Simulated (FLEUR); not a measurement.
Worked example: self-consistent single point of ScCd3 (P6_3/mmc, 8 atoms in the cell) in FLEUR.

Method of the run: LDA (Perdew-Zunger), all-electron FLAPW (FLEUR), scalar-relativistic valence.

The change in words: lattice scaled by 0.98. Reference geometry:
```
ScCd3
1.0
    6.35417     0.00000     0.00000
   -3.17708     5.50287     0.00000
    0.00000     0.00000     4.84750
Sc Cd
2 6
Cartesian
  0.00000   3.66858   1.21188
  3.17709   1.83429   3.63563
  3.17708   3.67702   1.21188
  0.00000   1.82585   3.63563
 -1.59585   4.58995   3.63563
  4.77293   0.91293   1.21188
  1.58124   0.91293   1.21188
  1.59585   4.58995   3.63563
```

Reference input (self-consistent single point, DFT, LDA (Perdew-Zunger), all-electron FLAPW (FLEUR), scalar-relativistic valence): Kmax = 3.8 1/bohr; GmaxXC = 15.2 1/bohr; xcFunctional = pz; jspins = 1; l_soc = F; mode = gauss; fermiSmearingEnergy = 0.00367493 Htr; mesh (inpgen div1-3) = 4 4 5; inpgen gamma flag = true; Gmax = 15.2 1/bohr; numbands = 0; maxIterBroyd = 25. This run's input differs from it in these lines:

```diff
@@ -3,5 +3,5 @@
 &input film=f /
-12.0076414421 -0.0000000912 0.0000000000
--6.0038206421 10.3989225740 0.0000000000
-0.0000000000 0.0000000000 9.1604473891
+11.7674894931 -0.0000005905 0.0000000000
+-5.8837442351 10.1909451351 0.0000000000
+0.0000000000 0.0000000000 8.9772384413
 1.0
@@ -50,5 +50,5 @@
          <bravaisMatrix>
-            <row-1>   12.0076414421000006    -0.0000000912000000     0.0000000000000000</row-1>
-            <row-2>   -6.0038206421000000    10.3989225740000002     0.0000000000000000</row-2>
-            <row-3>    0.0000000000000000     0.0000000000000000     9.1604473890999998</row-3>
+            <row-1>   11.7674894930999994    -0.0000005905000000     0.0000000000000000</row-1>
+            <row-2>   -5.8837442351000000    10.1909451350999998     0.0000000000000000</row-2>
+            <row-3>    0.0000000000000000     0.0000000000000000     8.9772384413000008</row-3>
          </bravaisMatrix>
```

Output, abridged:

```
 Iteration:     1   Distance:       8.09632677 me/bohr^3
 Iteration:     2   Distance:       6.80325743 me/bohr^3
 Iteration:     3   Distance:       3.57208619 me/bohr^3
 Iteration:     4   Distance:       2.59398787 me/bohr^3
 Iteration:     5   Distance:       2.64867337 me/bohr^3
   [... 7 lines left out ...]
 Iteration:    13   Distance:       0.00071161 me/bohr^3
 Iteration:    14   Distance:       0.00015783 me/bohr^3
 Iteration:    15   Distance:       0.00010525 me/bohr^3
 Iteration:    16   Distance:       0.00000456 me/bohr^3
 Reset of history
 Run finished successfully
 Stop message:
   Structural relaxation: new displacements generated

[file out, last iteration]
             iter=     17
[...]
          total density-effective poten   -5.7707803822E+04
          total charge density-energy d   -9.7278985589E+02
 Updated energy parameters for spin:           1
[...]
 fermi energy and band-weighting factors:
   [... 10 lines left out ...]

[...]
FERMIE:
          first approx. to ef    (T=0)  :   0.292869 htr   (energy of the highest occ. eigenvalue)
          number of occ. states  (T=0)  :        779
          first approx. to seigv (T=0)  : -87.657259 htr
          sum of weights of occ. states :  65.075000
          sum of semicore charge        :   0.000000 e
          fermi energy=   0.29237 har   work function=  -7.95580 ev
   [... lines left out ...]
          total moment                 =     0.00000
 Direct bandgap for spin            1 :    1.2127975246485789E-002  Htr
 ---->    free energy=                    -35071.1311685080 htr
   [... lines left out ...]
      extrapolation for T->0
 ---->    total electron energy=          -35071.1311685080 htr
 ***** TOTAL FORCES ON ATOMS *****
 TOTAL FORCE FOR ATOM TYPE=  1  X=  5.884   Y= -3.397   Z=  2.244
                       FX_TOT= 0.000000 FY_TOT= 0.000000 FZ_TOT= 0.000000
 TOTAL FORCE FOR ATOM TYPE=  2  X=  0.000   Y= -3.381   Z=  2.244
                       FX_TOT= 0.000000 FY_TOT=-0.000573 FZ_TOT= 0.000000
```

The run converged in 16 iterations. FLEUR gives forces in its relaxation mode, with a further iteration, so its stop message speaks of a relaxation. Against the reference run the total energy falls by 27.2 meV/atom and the largest force hardly changes (0.033 to 0.029 eV/Å).

The starting cell comes from a database of computed structures (which also holds hypothetical and non-ambient phases and stackings), without a prior relaxation at this level. For this run, on top of that: lattice scaled by 0.98. Values depend on the basis (sphere radii, cutoffs, local orbitals), which need not be converged. The log's line on a gap gives a spacing of levels on this mesh, which the program prints for metals too.

Cost on one core of a shared machine: roughly 2 min.
